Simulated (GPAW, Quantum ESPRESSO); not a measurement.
A Quantum ESPRESSO input for a self-consistent single point of InGaTe₂ (I4/mcm, 8 atoms in the cell) (DFT, PBEsol, plane waves, PseudoDojo standard norm-conserving (PBESOL) pseudopotentials):

```fortran
&control
   calculation = 'scf'
   prefix = 'ingate2'
   outdir = './out'
   pseudo_dir = './'
   verbosity = 'high'
   tprnfor = .true.
   tstress = .true.
/
&system
   ibrav = 0
   nat = 8
   ntyp = 3
   ecutwfc = 85
   occupations = 'smearing'
   smearing = 'gaussian'
   degauss = 0.019992
/
&electrons
   conv_thr = 1e-10
/
ATOMIC_SPECIES
In   114.8180  In.upf
Ga    69.7230  Ga.upf
Te   127.6000  Te.upf
CELL_PARAMETERS angstrom
  -4.3280220000     4.3280220000     3.4439480000
   4.3280220000    -4.3280220000     3.4439480000
   4.3280220000     4.3280220000    -3.4439480000
ATOMIC_POSITIONS angstrom
In    0.0000000000    0.0000000000    5.1659220000
In    0.0000000000    0.0000000000    1.7219740000
Ga    4.3280220000    0.0000000000    1.7219740000
Ga    0.0000000000    4.3280220000    1.7219740000
Te    5.8110620185    1.4830400185    0.0000000000
Te   -1.4830400185    2.8449819815    3.4439480000
Te    2.8449819815    1.4830400185    3.4439480000
Te    1.4830400185    2.8449819815    0.0000000000
K_POINTS automatic
3 3 3  0 0 0
```

Task: Write the same calculation as an input for GPAW.

Result: This is the input that was run; spellings and numerical settings could be chosen otherwise.

```python
from ase import Atoms
from ase.units import GPa
from gpaw import GPAW

atoms = Atoms(['In', 'In', 'Ga', 'Ga', 'Te', 'Te', 'Te', 'Te'],
              cell=[[-4.328022, 4.328022, 3.443948],
                    [4.328022, -4.328022, 3.443948],
                    [4.328022, 4.328022, -3.443948]],
              scaled_positions=[[0.750000, 0.750000, 0.000000],
                                [0.250000, 0.250000, 0.000000],
                                [0.250000, 0.750000, 0.500000],
                                [0.750000, 0.250000, 0.500000],
                                [0.171330, 0.671330, 0.842660],
                                [0.828670, 0.328670, 0.157340],
                                [0.671330, 0.828670, 0.500000],
                                [0.328670, 0.171330, 0.500000]],
              pbc=True)

calc = GPAW(mode={'name': 'pw', 'ecut': 600},
            xc='PBEsol',
            kpts=(3, 3, 3),
            occupations={'name': 'methfessel-paxton', 'width': 0.272, 'order': 0},
            nbands=-16,
            convergence={'forces': 0.001},
            symmetry={'symmorphic': False, 'tolerance': 0.0005},
            maxiter=120)

atoms.calc = calc

energy = atoms.get_potential_energy()
print('Energy (eV):', round(energy, 6))
forces = atoms.get_forces()
print('Forces (eV/Ang):')
print(forces.round(5))
stress = atoms.get_stress()
print('Stress (GPa, Voigt):', (stress / GPa).round(4))
```

Basis settings and potentials, where a program has them, do not carry over. This input uses DFT PBEsol, plane waves, GPAW PAW datasets PBEsol (made by gpaw-setup).

The starting cell comes from a database of computed structures (which also holds hypothetical and non-ambient phases and stackings), without a prior relaxation at this level. Its lattice was rescaled by a random factor within 2.5 % of one.
